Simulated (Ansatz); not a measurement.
**SrTiO3, element substitutions**

Take SrTiO3 in the cubic perovskite structure (space group Pm-3m, No. 221) as the base.

```xyz
5
Lattice="3.8914 0.0000 0.0000 0.0000 3.8914 0.0000 0.0000 0.0000 3.8914" Properties=species:S:1:pos:R:3 pbc="T T T"
Sr     0.0000     0.0000     0.0000
Ti     1.9457     1.9457     1.9457
O      0.0000     1.9457     1.9457
O      1.9457     1.9457     0.0000
O      1.9457     0.0000     1.9457
```

Each row replaces one element on all its sites; cell and atoms are relaxed.

The values are results of DFT with PBEsol, PAW potentials and a 420 eV plane-wave cutoff in Ansatz (a quantum-chemistry and plane-wave program), without spin-orbit coupling, earlier PAW set, not measurements.

```
variant     density  shortest interatomic distance  band gap
-------  ----------  -----------------------------  --------
base     5.17 g/cm³                        1.946 Å   1.86 eV
Ti → Zr  5.35 g/cm³                        2.065 Å   3.31 eV
Ti → Be  4.85 g/cm³                        1.836 Å      zero
Ti → Sc  4.42 g/cm³                        2.039 Å      zero
```

The magnetic state is the one reached from the starting moments; the real material's order can differ, and small cells can't hold many antiferromagnetic ones. Whether these cells are dynamically stable was not tested. For SrBeO3 and SrScO3 in this form, whether it has been made was not checked. Spin-polarised in the final run: SrBeO3 and SrScO3; the other runs are not. Many cubic perovskites are stable only at high temperature; tilts and polar distortions were not tested.
